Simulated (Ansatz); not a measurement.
### Question
Name crystals whose logarithmic mean phonon energy lies between 19.1 and 30 meV and whose resistivity at 300 K lies between 6.6 and 10.4 μΩ·cm, by Ansatz (a quantum-chemistry and plane-wave program) with PBEsol, DFPT electron-phonon coupling, linearised Boltzmann equation.

### Answer
Many crystals can fit; among those computed here:
- NbRh3 (Pm-3m): 22 meV, 8.2 μΩ·cm
- Os (P6_3/mmc): 20 meV, 7.2 μΩ·cm
- MoIr (Pmma): 21 meV, 10.0 μΩ·cm
- CoSi₂ (Fm-3m): 26 meV, 9.1 μΩ·cm
- TaRh$_{3}$ (Pm-3m): 21 meV, 8.1 μΩ·cm

Metals; harmonic phonons alone scatter; means over directions. Halving the electron mesh moves these values by up to 4 %; q meshes are mostly untested. Some of the runs warned that the eigensolver left states short of its tolerance. Spin-orbit coupling is left out.

Formula and space group known from diffraction (Crystallography Open Database), not checked to be the room-temperature form: MoIr (Pmma), NbRh3 (Pm-3m), TaRh3 (Pm-3m). Treated as nonmagnetic (a ferromagnetic start lost its moment, other orders weren't tried): CoSi2 (Fm-3m). The missing spin-orbit coupling matters most for MoIr (Pmma), Os (P6_3/mmc), TaRh3 (Pm-3m).
